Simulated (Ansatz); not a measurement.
AlBiO3 (Pm-3m, No. 221, 5 atoms in the cell; start mp-23080; idealised structure), treated with HSE06+SOC in Ansatz (PAW).

Settings: plane-wave cutoff 460 eV, 6×6×6 k mesh, Fermi–Dirac smearing 0.01 eV, PAW data made under PBE.

Cell (relaxed with PBEsol):

```
CELL_PARAMETERS angstrom
      3.75351     0.00000     0.00000
      0.00000     3.75351     0.00000
      0.00000     0.00000     3.75351
ATOMIC_POSITIONS crystal
  Al 0.50000 0.50000 0.50000
  Bi 0.00000 0.00000 0.00000
  O  0.50000 0.00000 0.50000
  O  0.00000 0.50000 0.50000
  O  0.50000 0.50000 0.00000
```

Question: Give the computed band gap, smallest direct gap on the k points sampled and direct gap at Γ.

Answer: 
band gap: 2.33 eV (on the SCF k mesh) (indirect)
smallest direct gap on the k points sampled: 2.42 eV
direct gap at Γ: 7.51 eV

Note: cell and atoms aren't relaxed at this level (pressure -1.0 GPa).

Computing time: around 13 core-minutes (rough).

A start named mp-… is a Materials Project structure, which need not be a measured phase.

Ansatz is an electronic-structure program.
